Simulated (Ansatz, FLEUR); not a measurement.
An Ansatz (a first-principles code) input for a self-consistent single point of RbCl (Fm-3m, 2 atoms in the cell) (DFT, PBE, plane waves, default PAW files):

Ansatz 0.2 input:
```yaml
crystal:
  lattice:
    - [0.00000000, 3.22764200, 3.22764200]
    - [3.22764200, 0.00000000, 3.22764200]
    - [3.22764200, 3.22764200, 0.00000000]
  atoms:
    - { symbol: Rb, position: [0.00000000, 0.00000000, 0.00000000] }
    - { symbol: Cl, position: [0.50000000, 0.50000000, 0.50000000] }
kpoints:
  mp_grid: { grid: [9, 9, 9] }
hamiltonian:
  xc: pbe
  pseudopotentials: { kind: paw }
scf:
  occupations: { method: fermi_dirac, width: 0.01 }
output:
  forces: true
  eigenvalues: true
  stress: true
```

Q: Give the FLEUR input for the same structure, mesh, smearing and functional.

A: One input that does it (others would too):

Input of the input generator:

```
scf RbCl
&input film=f /
0.0000000000 3.2276420000 3.2276420000
3.2276420000 0.0000000000 3.2276420000
3.2276420000 3.2276420000 0.0000000000
1.8897261246
1.0 1.0 1.0

2
37 0.0000000000 0.0000000000 0.0000000000
17 0.5000000000 0.5000000000 0.5000000000

&comp jspins=1 /
&kpt div1=9 div2=9 div3=9 /
&end /
```

```xml
<?xml version="1.0" encoding="UTF-8" standalone="no"?>
<fleurInput fleurInputVersion="0.39">
   <comment>
      scf RbCl                                                                                            
   </comment>
   <calculationSetup>
      <cutoffs Kmax="4.0" Gmax="20.0" GmaxXC="20.0" numbands="0"/>
      <scfLoop itmax="60" minDistance="0.00001" maxIterBroyd="15" imix="Anderson" alpha="0.05" precondParam="0.0" spinf="2.0"/>
      <coreElectrons ctail="T" frcor="F" kcrel="0" coretail_lmax="0"/>
      <xcFunctional name="pbe" relativisticCorrections="F"/>
      <magnetism jspins="1"/>
      <soc l_soc="F" theta="0.0" phi="0.0" spav="F"/>
      <expertModes spex="0" secvar="F"/>
      <geometryOptimization l_f="T" forcealpha="1.0" forcemix="BFGS" epsdisp="0.00001" epsforce="0.00001"/>
      <ldaU l_linMix="F" mixParam="0.05" spinf="1.0"/>
   </calculationSetup>
   <cell>
      <bzIntegration valenceElectrons="16.0" mode="hist" fermiSmearingEnergy="0.00036749">
         <kPointListSelection listName="default-1"/>
         <!-- k-points included here -->
         <xi:include xmlns:xi="http://www.w3.org/2001/XInclude" href="kpts.xml"> </xi:include>
      </bzIntegration>
      <!-- symmetry operations included here -->
      <xi:include xmlns:xi="http://www.w3.org/2001/XInclude" href="sym.xml"> </xi:include>
      <bulkLattice scale="1.0">
         <bravaisMatrix>
            <row-1>    0.0000000000000000     6.0993594082561930     6.0993594082561930</row-1>
            <row-2>    6.0993594082561930     0.0000000000000000     6.0993594082561930</row-2>
            <row-3>    6.0993594082561930     6.0993594082561930     0.0000000000000000</row-3>
         </bravaisMatrix>
      </bulkLattice>
   </cell>
   <atomSpecies>
      <species name="Rubidium (Rb)" element="Rb" atomicNumber="37">
         <mtSphere radius="2.66" gridPoints="879" logIncrement="0.014"/>
         <atomicCutoffs lmax="7" lnonsphr="5"/>
         <electronConfig flipSpins="F">
            <coreConfig>(1s1/2) (2s1/2) (2p1/2) (2p3/2) (3s1/2) (3p1/2) (3p3/2) (3d3/2) (3d5/2)</coreConfig>
            <valenceConfig>(4s1/2) (4p1/2) (4p3/2) (5s1/2)</valenceConfig>
            <stateOccupation state="(5s1/2)" spinUp="0.5" spinDown="0.5"/>
         </electronConfig>
         <energyParameters s="5" p="4" d="4" f="4"/>
         <lo type="SCLO" l="0" n="4" eDeriv="0"/>
         <lo type="HELO" l="1" n="5" eDeriv="0"/>
         <lo type="HELO" l="1" n="5" eDeriv="1"/>
         <lo type="SCLO" l="2" n="4" eDeriv="2"/>
         <lo type="SCLO" l="3" n="4" eDeriv="2"/>
      </species>
      <species name="Chlorine (Cl)" element="Cl" atomicNumber="17">
         <mtSphere radius="2.66" gridPoints="879" logIncrement="0.014"/>
         <atomicCutoffs lmax="7" lnonsphr="5"/>
         <electronConfig flipSpins="F">
            <coreConfig>(1s1/2) (2s1/2) (2p1/2) (2p3/2)</coreConfig>
            <valenceConfig>(3s1/2) (3p1/2) (3p3/2)</valenceConfig>
            <stateOccupation state="(3p1/2)" spinUp="0.8333333333333" spinDown="0.8333333333333"/>
            <stateOccupation state="(3p3/2)" spinUp="1.6666666666667" spinDown="1.6666666666667"/>
         </electronConfig>
         <energyParameters s="3" p="3" d="3" f="4"/>
         <lo type="SCLO" l="0" n="3" eDeriv="2"/>
         <lo type="SCLO" l="1" n="3" eDeriv="2"/>
         <lo type="SCLO" l="2" n="3" eDeriv="2"/>
         <lo type="SCLO" l="3" n="4" eDeriv="2"/>
      </species>
   </atomSpecies>
   <atomGroups>
      <atomGroup species="Rubidium (Rb)">
         <relPos label="                   1">.0000000000 .0000000000 .0000000000</relPos>
         <force calculate="T" relaxXYZ="TTT"/>
      </atomGroup>
      <atomGroup species="Chlorine (Cl)">
         <relPos label="                   2">1.000/2.000 1.000/2.000 1.000/2.000</relPos>
         <force calculate="T" relaxXYZ="TTT"/>
      </atomGroup>
   </atomGroups>
   <output dos="F" band="F" slice="F">
      <checks vchk="F" cdinf="F"/>
      <bandDOS minEnergy="-.5*Htr" maxEnergy="0.5*Htr" sigma="0.015" storeEVData="T"/>
      <vacuumDOS vacdos="F" integ="F" star="F" nstars="0" locx1="0.0" locy1="0.0" locx2="0.0" locy2="0.0" nstm="0" tworkf="0.0"/>
      <unfoldingBand unfoldBand="F" supercellX="1" supercellY="1" supercellZ="1"/>
      <plotting iplot="0" polar="F">
         <plot TwoD="T" vec1="  1.0  0.0  0.0" vec2="  0.0  1.0  0.0" vec3="  0.0  0.0  1.0" zero="  0.0  0.0  0.0" file="plot"/>
      </plotting>
      <chargeDensitySlicing numkpt="0" minEigenval="0.0" maxEigenval="0.0" nnne="0" pallst="F"/>
      <specialOutput eonly="F"/>
      <magneticCircularDichroism mcd="F" energyLo="-10.0" energyUp="0.0"/>
   </output>
  <!-- We include the file relax.xml here to enable relaxations (see documentation) -->
  <xi:include xmlns:xi="http://www.w3.org/2001/XInclude" href="relax.xml"> <xi:fallback/> </xi:include>
</fleurInput>
```

Basis settings and potentials, where a program has them, do not carry over. This input uses DFT, PBE, all-electron FLAPW (FLEUR), scalar-relativistic valence. Both were run: gap on the mesh 5.193 eV in Ansatz and 5.194 in FLEUR.

On Ansatz: the starting cell comes from a database of computed structures (which also holds hypothetical and non-ambient phases and stackings), without a prior relaxation at this level. Its lattice was rescaled by a random factor within 2.5 % of one.

On FLEUR: the starting cell comes from a database of computed structures (which also holds hypothetical and non-ambient phases and stackings), without a prior relaxation at this level. Its lattice was rescaled by a random factor within 2.5 % of one. Values depend on the basis (sphere radii, cutoffs, local orbitals), which need not be converged.
